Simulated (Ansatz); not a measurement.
Results of PBE-D3(BJ) (plane waves, PAW; Ansatz, an electronic-structure program) for BP (model structure, started from the GeS type, Pnma, No. 62, 8 atoms in the cell).

Run with plane-wave cutoff 520 eV, 8×18×16 k mesh (along the axes of the cell as run), Fermi–Dirac smearing 0.05 eV, scalar-relativistic PAW data made under PBE.

Computed at the level's own relaxed cell.

```yaml
crystal:
  lattice:
    - [6.20494, 0.00000, 0.00000]
    - [0.00000, 3.21398, 0.00000]
    - [0.00000, 0.00000, 5.36320]
  atoms:
    - { symbol: B, position: [0.16278, 0.25000, 0.39947] }
    - { symbol: B, position: [0.33722, 0.75000, 0.89947] }
    - { symbol: B, position: [0.83722, 0.75000, 0.60053] }
    - { symbol: B, position: [0.66278, 0.25000, 0.10053] }
    - { symbol: P, position: [0.83798, 0.25000, 0.39281] }
    - { symbol: P, position: [0.66202, 0.75000, 0.89281] }
    - { symbol: P, position: [0.16202, 0.75000, 0.60719] }
    - { symbol: P, position: [0.33798, 0.25000, 0.10719] }
```

Task: List the 22 lowest band energies at Γ above −25 eV (eV, relative to the valence band maximum), grouping those that round alike.

Result: At Γ: -15.72, -13.92, -12.75, -10.83, -8.27, -7.95, -6.71, -6.12, -5.42, -4.63, -3.06, -2.26, -1.24, -1.10, -0.77, 0.00, 1.17, 1.60, 1.65, 2.90, 3.61, 3.84.

Note: the relaxation could raise the start's symmetry but not lower it, so the cell can be a saddle point.

A model structure was made by putting elements into a prototype or built by hand; it is no filed structure, need not be a known phase, and can be a saddle point held by its symmetry.
